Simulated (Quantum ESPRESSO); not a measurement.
## Refining one setting for Mo2WS6 (P-6m2, 9 atoms in the cell)

```
CELL_PARAMETERS angstrom
      3.18413     0.00000     0.00000
     -1.59207     2.75754     0.00000
      0.00000     0.00000    28.36235
ATOMIC_POSITIONS crystal
  Mo 0.33333 0.66667 0.76912
  Mo 0.33333 0.66667 0.23088
  W  0.66667 0.33333 0.00000
  S  0.33333 0.66667 0.05501
  S  0.33333 0.66667 0.94499
  S  0.66667 0.33333 0.71444
  S  0.66667 0.33333 0.28556
  S  0.66667 0.33333 0.17617
  S  0.66667 0.33333 0.82383
```

Method of the run: PBEsol, PseudoDojo standard norm-conserving (PBESOL) pseudopotentials (plane waves; Quantum ESPRESSO).

The starting cell comes from a database of computed structures (which also holds hypothetical and non-ambient phases and stackings), without a prior relaxation at this level. Spin-orbit coupling is off.

Held fixed: occupations = smearing; smearing = gauss; degauss = 0.0036749 Ry; potentials = {Mo: Mo.upf, W: W.upf, S: S.upf}; K_POINTS = automatic 5 5 1 0 0 0; conv_thr = 1e-10 Ry.

ΔF is the free energy per atom less that of the last row (120 Ry).

```json
[
 {"ecutwfc": "32 Ry", "ΔF (meV/atom)": "1474.1", "pressure (GPa)": "-23.51", "largest force (eV/Å)": "0.079", "gap on the mesh (eV)": "1.374", "plane waves": "5221", "iterations": "24"},
 {"ecutwfc": "40 Ry", "ΔF (meV/atom)": "526.6", "pressure (GPa)": "-13.22", "largest force (eV/Å)": "0.111", "gap on the mesh (eV)": "1.371", "plane waves": "7226", "iterations": "22"},
 {"ecutwfc": "48 Ry", "ΔF (meV/atom)": "(withheld)", "pressure (GPa)": "-6.75", "largest force (eV/Å)": "0.129", "gap on the mesh (eV)": "1.373", "plane waves": "9575", "iterations": "22"},
 {"ecutwfc": "56 Ry", "ΔF (meV/atom)": "40.2", "pressure (GPa)": "-3.64", "largest force (eV/Å)": "0.131", "gap on the mesh (eV)": "1.373", "plane waves": "11931", "iterations": "21"},
 {"ecutwfc": "64 Ry", "ΔF (meV/atom)": "(withheld)", "pressure (GPa)": "-2.45", "largest force (eV/Å)": "0.131", "gap on the mesh (eV)": "1.373", "plane waves": "14675", "iterations": "23"},
 {"ecutwfc": "72 Ry", "ΔF (meV/atom)": "1.61", "pressure (GPa)": "-2.12", "largest force (eV/Å)": "0.131", "gap on the mesh (eV)": "1.373", "plane waves": "17380", "iterations": "22"},
 {"ecutwfc": "80 Ry", "ΔF (meV/atom)": "0.60", "pressure (GPa)": "-2.05", "largest force (eV/Å)": "0.131", "gap on the mesh (eV)": "1.373", "plane waves": "20391", "iterations": "23"},
 {"ecutwfc": "92 Ry", "ΔF (meV/atom)": "0.42", "pressure (GPa)": "-2.04", "largest force (eV/Å)": "0.131", "gap on the mesh (eV)": "1.373", "plane waves": "25078", "iterations": "23"},
 {"ecutwfc": "104 Ry", "ΔF (meV/atom)": "0.26", "pressure (GPa)": "-2.05", "largest force (eV/Å)": "0.132", "gap on the mesh (eV)": "1.373", "plane waves": "30145", "iterations": "22"},
 {"ecutwfc": "120 Ry", "ΔF (meV/atom)": "0.00", "pressure (GPa)": "-2.05", "largest force (eV/Å)": "0.132", "gap on the mesh (eV)": "1.373", "plane waves": "37368", "iterations": "23"}
]
```

Fill in the missing entries.


- 48 Ry, ΔF (meV/atom): 159.1
- 64 Ry, ΔF (meV/atom): 8.2
